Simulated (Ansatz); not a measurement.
The starting structures come from a database of crystals and need not be the phases stable at ambient conditions.

Consider the following.

```xyz
17
Lattice="4.7479 0.0000 0.0000 0.0000 10.6071 0.0000 0.0000 5.3036 3.0620" Properties=species:S:1:pos:R:3 pbc="T T T"
Sn     0.0000     0.0000     0.0000
H      0.4789     7.0714     0.0000
H      4.2689     8.8393     3.0620
H      1.8734     6.5888     0.8358
H      2.8745     9.3218     2.2262
H      1.8734    13.3401     3.0620
H      2.8745     7.8741     3.0620
H      1.8734    11.8924     2.2262
H      2.8745     4.0183     0.8358
N      1.5076     7.0714     0.0000
N      3.2403     8.8393     3.0620
F      1.1152     9.7778     1.4365
F      3.6327     6.1329     1.6255
F      1.1152     6.9623     3.0620
F      3.6327     8.9484     0.0000
F      1.1152     4.4742     1.6255
F      3.6327    11.4365     1.4365
```

The cell was relaxed by PBE-D3(BJ); by r2SCAN it stands under a pressure of -3.3 GPa.

Transport runs along the normal of the first two printed cell vectors, the (110) plane of the conventional cell.

The gap is the functional's own, uncorrected, and κ follows it; spin-orbit coupling is left out. Mid-gap means the computed energy nearest the middle.

**Question.** Predict the band gap and the smallest decay constant κ at mid-gap from r2SCAN (Ansatz, a quantum-chemistry and plane-wave program).

**Answer.** Gap 6.00 eV on a 6×10×10 mesh; κ = 0.513 1/Å, at the zone centre.
